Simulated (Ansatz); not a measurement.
Consider the following.

```xyz
6
Lattice="4.2361 0.0000 0.0000 0.0000 4.2361 0.0000 0.0000 0.0000 2.6582" Properties=species:S:1:pos:R:3 pbc="T T T"
Si     0.0000     0.0000     0.0000
Si     2.1180     2.1180     1.3291
O      1.3004     1.3004     0.0000
O      3.4184     0.8176     1.3291
O      0.8176     3.4184     1.3291
O      2.9357     2.9357     0.0000
```

No spin polarisation.

Method: PBE/PAW in Ansatz (a quantum-chemistry and plane-wave program), no SOC. k-mesh 8×8×12 (Γ-centred); smearing 0.05 eV (Fermi–Dirac).

### Question
Predict the gap character and valence-band top at Γ.

### Answer
Gap character: direct at Γ
Valence-band top at Γ (three highest levels, from the VBM): 0.00, -0.87, -0.87 eV

The cells carry an imposed strain or load. Stability against distortions was not tested. The cell was made from SiO2 in the rutile structure (space group P4_2/mnm, No. 136) by this change: uniaxial strain ε_zz = −1.20 %.
